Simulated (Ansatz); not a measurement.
Consider InAs in the zinc blende structure (space group F-43m, No. 216).

```xyz
2
Lattice="0.0000 3.0436 3.0436 3.0436 0.0000 3.0436 3.0436 3.0436 0.0000" Properties=species:S:1:pos:R:3 pbc="T T T"
In     0.0000     0.0000     0.0000
As     1.5218     1.5218     1.5218
```

Cartesian axes are those of the cell as printed.

Computed with PBEsol/PAW in Ansatz (an electronic-structure program), no spin-orbit coupling.

For the base:

Volume per atom: 28.20 Å³
Pressure: 0.0 GPa

Perturbation: biaxial strain +1.50 %, plane normal [001], relaxed out of plane (Cartesian); in-plane vectors clamped, the third vector and the atoms free.

**Question.** What happens to the energy relative to the base?

**Answer.** The energy goes up by 2.8 meV/atom.

**Question.** What happens to the volume per atom?

**Answer.** The volume per atom grows by 0.35 Å³, from 28.20 Å³ to 28.55 Å³.

**Question.** Estimate the effect on the pressure.

**Answer.** The pressure (mean of the normal stresses, compression positive) goes from zero to -0.7 GPa.

No phonon test of stability was made. All final runs are without spin polarisation.
